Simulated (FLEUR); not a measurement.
Band structure of TiAl (P4/mmm, 2 atoms in the cell).

```
TiAl
1.0
    2.77618     0.00000     0.00000
    0.00000     2.77618     0.00000
    0.00000     0.00000     4.01640
Ti Al
1 1
Direct
  0.50000   0.50000   0.50000
  0.00000   0.00000   0.00000
```

Computed with PBE, all-electron FLAPW (FLEUR), scalar-relativistic valence.

Settings: Kmax = 4.1 1/bohr; GmaxXC = 16.4 1/bohr; xcFunctional = pbe; jspins = 1; l_soc = F; mode = hist; fermiSmearingEnergy = 0.00367493 Htr; mesh (inpgen div1-3) = 12 12 8; inpgen gamma flag = true; Gmax = 16.4 1/bohr; numbands = 0; maxIterBroyd = 15; imix = Anderson; alpha = 0.05.

The starting cell comes from a database of computed structures (which also holds hypothetical and non-ambient phases and stackings), without a prior relaxation at this level. Its lattice was rescaled by a random factor within 2.5 % of one. Spin polarisation is off. Values depend on the basis (sphere radii, cutoffs, local orbitals), which need not be converged.

Levels in eV from the Fermi level, bands 5 to 11:
| point | 5 | 6 | 7 | 8 | 9 | 10 | 11 |
|---|---|---|---|---|---|---|---|
| Γ | -9.25 | -1.97 | -0.92 | -0.35 | 2.28 | 2.28 | 3.50 |
| X | -4.66 | -4.57 | -1.81 | -0.28 | 1.82 | 2.67 | 4.60 |
| M | -3.32 | -0.45 | -0.43 | -0.43 | -0.26 | -0.26 | 4.47 |
| Z | -7.73 | -5.37 | -0.74 | 0.63 | 1.92 | 1.92 | 3.52 |
| R | -5.04 | -3.02 | -1.22 | -1.11 | 1.43 | 1.87 | 2.43 |
| A | -2.67 | -2.36 | -2.36 | 2.05 | 2.25 | 2.73 | 4.38 |
